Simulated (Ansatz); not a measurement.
Take GaN in the wurtzite structure (space group P6_3mc, No. 186) as the base.

```xyz
4
Lattice="3.1518 0.0000 0.0000 -1.5759 2.7295 0.0000 0.0000 0.0000 5.1383" Properties=species:S:1:pos:R:3 pbc="T T T"
Ga     0.0000     1.8197     0.0015
Ga     1.5759     0.9098     2.5707
N      0.0000     1.8197     1.9356
N      1.5759     0.9098     4.5048
```

Cartesian axes are those of the cell as printed.

The values are results of LDA/PAW in Ansatz (a first-principles code), no spin-orbit coupling, not measurements.

Now apply this change: the cell is stretched by 0.60 % along z with no lateral relaxation; the atoms relax in the strained cell.

**Question.** Predict the stress tensor and what it implies for the stiffness.

**Answer.** Stress of the strained cell less that of the base (GPa, compression positive):
```
  -0.58    0.00    0.00
   0.00   -0.58    0.00
   0.00    0.00   -2.43
```

Then −Δσ_ii/ε with ε = 0.0060 gives relaxed-ion elastic constants: C33 ≈ 405 GPa, C13 ≈ 97 GPa and C23 ≈ 97 GPa.

Stability against distortions was not tested.
